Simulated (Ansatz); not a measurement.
**What isotropic strain +0.60 % does to BaHfO3**

Take BaHfO3 in the cubic perovskite structure (space group Pm-3m, No. 221; a = 4.206 Å) as the base.

One thing is altered: an isotropic linear strain of +0.60 %, atoms relaxed at fixed cell.

Method: PBE in Ansatz (plane waves to 420 eV, PAW, spin-orbit coupling left out). Settings: 8×8×8 k-points, 0.05 eV Fermi–Dirac smearing.

```json
[
 {"quantity": "volume per atom", "base": "14.88 Å³", "changed": "15.15 Å³", "shift": "+0.27 Å³"},
 {"quantity": "space group", "base": "Pm-3m (No. 221)", "changed": "Pm-3m (No. 221)", "shift": "–"},
 {"quantity": "shortest interatomic distance", "base": "2.103 Å", "changed": "2.116 Å", "shift": "+0.013 Å"},
 {"quantity": "energy relative to the base (free energy F)", "base": "0 meV/atom", "changed": "+2.3 meV/atom", "shift": "+2.3 meV/atom"},
 {"quantity": "band gap", "base": "3.62 eV", "changed": "3.58 eV", "shift": "-0.04 eV"},
 {"quantity": "gap character", "base": "indirect, R → Γ", "changed": "indirect, R → Γ", "shift": "–"},
 {"quantity": "mean gap deformation potential ΔEg/Δln V", "base": "–", "changed": "-2.2 eV", "shift": "–"},
 {"quantity": "width of the top valence band", "base": "0.80 eV", "changed": "0.79 eV", "shift": "-0.01 eV"},
 {"quantity": "electron mass (degenerate bands, along [100])", "base": "0.35, 0.35, 2.3 mₑ (at Γ)", "changed": "0.35, 0.35, 2.4 mₑ (at Γ)", "shift": "–"}
]
```

Final structure:

```
BaHfO3
1.0
    4.23147     0.00000     0.00000
    0.00000     4.23147     0.00000
    0.00000     0.00000     4.23147
Ba Hf O
1 1 3
Direct
  0.00000   0.00000   0.00000
  0.50000   0.50000   0.50000
  0.50000   0.00000   0.50000
  0.00000   0.50000   0.50000
  0.50000   0.50000   0.00000
```

With Hf present, leaving out spin-orbit coupling can change the band edges. Masses are band curvatures over ±0.01 Å⁻¹ around the edge. Whether these cells are dynamically stable was not tested.

Ansatz is an electronic-structure program.
